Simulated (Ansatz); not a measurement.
The cell is built on a prototype and need not be the phase stable at ambient conditions.

Tunnelling through a barrier is set by its complex band structure: the current falls as exp(−2κd) with the smallest κ.

Consider the following.

```
In2ZnO4
1.0
    6.35243     0.00000     0.00000
    0.00000     6.35243     0.00000
    3.17621    -3.17621     4.49184
In Zn O
4 2 8
Cartesian
  6.35243   1.58811   1.12296
  4.76432   3.17621   3.36888
  7.94053   3.17621   3.36888
  6.35243   4.76432   1.12296
  3.17621   0.00000   2.24592
  3.17621   3.17621   0.00000
  6.35243  -1.66087   3.31743
  1.51534   3.17621   1.17442
  4.83709   3.17621   1.17442
  6.35243   1.66087   3.31743
  3.17621   1.66087   3.42034
  4.83709   0.00000   1.07151
  1.51534   0.00000   1.07151
  3.17621  -1.66087   3.42034
```

Space group of this cell: Fd-3m, spinel. The cell was relaxed by PBE-D3(BJ); by r2SCAN its mean pressure is -3.3 GPa.

Transport runs along the normal of the first two printed cell vectors.

The gap is the functional's own. No spin-orbit coupling. Mid-gap values are interpolated on the energy grid.

Q: State the band gap and the smallest decay constant κ at mid-gap according to r2SCAN run with Ansatz (a program for electronic structure).

A: Gap 1.81 eV on a 8×8×8 mesh; κ = 0.182 1/Å, at the zone centre.
